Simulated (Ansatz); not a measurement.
The starting structures come from a database of crystals and need not be the phases stable at ambient conditions.

By PBEsol, the system below comes out a metal.

A figure of merit of an interconnect metal is its ballistic conductance per area.

Given:

```yaml
crystal:
  lattice:
    - [2.79884, 0.00000, 0.00000]
    - [0.00000, 2.79884, 0.00000]
    - [1.39942, -1.39942, 2.01946]
  atoms:
    - { symbol: Al, position: [0.00000, 0.00000, 0.00000] }
```

The cell is strained (lengths across the current scaled by 0.98, ions clamped); by PBEsol it stands under a pressure of 2.0 GPa.

The current flows along the normal of the first two printed cell vectors, the (001) (indices of the unstrained crystal) plane of the conventional cell. No spin-orbit coupling; the value is a mean over 0.1 eV about the Fermi level.

Question: Give the ballistic conductance per area that PBEsol run with Ansatz (a program for electronic structure) yields.

Answer: 1.5 × 10¹⁵ S/m² for both spins.
